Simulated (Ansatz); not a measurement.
# ScAl3: Al → Mg

The parent structure is ScAl$_{3}$ in the Cu3Au type structure (space group Pm-3m, No. 221; a = 4.086 Å).

It is then changed as follows: Mg takes the place of Al on all its sites; the structure is relaxed again.

Computed with r2SCAN in Ansatz (plane waves to 500 eV, PAW, spin-orbit coupling left out). Γ-centred 10×10×10 mesh, Fermi–Dirac width 0.05 eV, for the changed cell.

| quantity | base | changed | shift |
|---|---|---|---|
| volume per atom | 17.06 Å³ | 22.88 Å³ | +5.82 Å³ |
| density | 3.06 g/cm³ | 2.14 g/cm³ | -0.926 g/cm³ |
| space group | Pm-3m (No. 221) | Pm-3m (No. 221) | – |
| shortest interatomic distance | 2.889 Å | 3.187 Å | +0.2973 Å |
| band gap | zero | zero | – |

Cost of the whole job for the changed cell (relaxation, final SCF and bands): about 70 core-seconds (a rough figure).

Stability against distortions was not tested. For Mg3Sc in this form, whether it has been made was not checked. The final runs are not spin-polarised. Mg3Sc has a high density of states at the Fermi level and may be magnetic at this level.

Ansatz is a program for electronic structure.
